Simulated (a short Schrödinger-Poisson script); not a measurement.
## MOS inversion layer, Al2O3 on p-type Si(100)

Stack: MOS inversion layer, Al2O3 on p-type Si(100), at 300 K.

```tsv
layer	material	thickness (nm)	Na (cm⁻³)
1	Al2O3	6.6	-
2	Si	200	4.4e18
```

Constants are typed, rounded textbook-type inputs, not results; the design itself was drawn at random and stands for no fabricated device. Al2O3: permittivity 9, conduction-band edge (eV) 2.7, gap (eV) 6.8, electron mass (mₑ) 0.3. Si: permittivity 11.7, conduction-band edge (eV) 0, gap (eV) 1.124, Nv at 300 K (cm⁻³) 3.1e19.

Channel valleys (confinement mass, in-plane density-of-states mass, number): Δ2 0.916, 0.19, 2; Δ4 0.19, 0.417, 4. At the gate the conduction-band edge of layer 1 lies 3.1 eV − eVg above the Fermi level of the channel; the field vanishes at the back. Gaps are held at their typed values at every temperature. Mesh 0.03 nm at interfaces.

From a short Schrödinger-Poisson script (our own, NumPy): 1D Poisson equation in equilibrium, electrons quantum, Hartree (BenDaniel-Duke, 12 states a valley, the channel's in-plane mass for all, wave functions ending at the dielectric), parabolic valleys, classical holes, full ionisation, no traps, pinning or gate leakage.

| Vg (V) | electrons (cm⁻²) | C (μF/cm²) | Δ2 E0 (meV) | Δ2 E1 (meV) | Δ4 E0 (meV) | Δ4 E1 (meV) |
|---|---|---|---|---|---|---|
| 1.1 | 1.19e6 | 0.427 | 390.8 | 515.3 | 505.7 | 700.7 |
| 1.3 | 1.29e8 | 0.408 | 269.2 | 401.2 | 391.0 | 599.6 |
| 1.5 | 1.54e10 | 0.427 | 145.3 | 284.1 | 273.4 | 494.3 |
| 1.7 | 4.46e11 | 0.816 | 56.8 | 201.0 | 190.1 | 419.2 |
| 1.9 | 1.48e12 | 0.973 | 22.5 | 170.5 | 159.9 | 392.3 |
| 2.1 | 2.67e12 | 1.02 | 3.3 | 154.6 | 144.4 | 378.8 |
| 2.3 | 3.92e12 | 1.04 | -11.0 | 143.5 | 133.8 | 369.7 |
| 2.5 | 5.20e12 | 1.05 | -22.8 | 134.7 | 125.4 | 362.6 |
| 2.7 | 6.50e12 | 1.06 | -33.3 | 127.1 | 118.2 | 356.6 |
| 2.9 | 7.81e12 | 1.06 | -43.0 | 120.4 | 111.9 | - |

Gate voltages with under 1e6 electrons/cm² are left out.

Subbands count from the Fermi level; a dash marks a level above the dielectric's band edge.
